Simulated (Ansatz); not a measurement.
The starting structures come from a database of crystals and need not be the phases stable at ambient conditions.

By PBEsol, the system below comes out a metal.

Without scattering a metal conducts by its projected Fermi surface.

```yaml
crystal:
  lattice:
    - [3.14795, 0.00000, 0.00000]
    - [0.00000, 5.06158, 0.00000]
    - [0.00000, -2.53079, 4.29750]
  atoms:
    - { symbol: Hf, position: [0.50000, 0.33333, 0.66667] }
    - { symbol: Hf, position: [0.50000, 0.66667, 0.33333] }
    - { symbol: Hf, position: [0.00000, 0.00000, 0.00000] }
```

Space group of this cell: Cmmm. The cell is strained (lengths across the current scaled by 1.02, ions clamped); by PBEsol its mean pressure is -6.6 GPa.

The current flows along the normal of the first two printed cell vectors. No spin-orbit coupling; the value is a mean over 0.1 eV about the Fermi level.

Task: Give the ballistic conductance per area that PBEsol in Ansatz (a first-principles code) yields.

Result: 0.60 × 10¹⁵ S/m² for both spins.
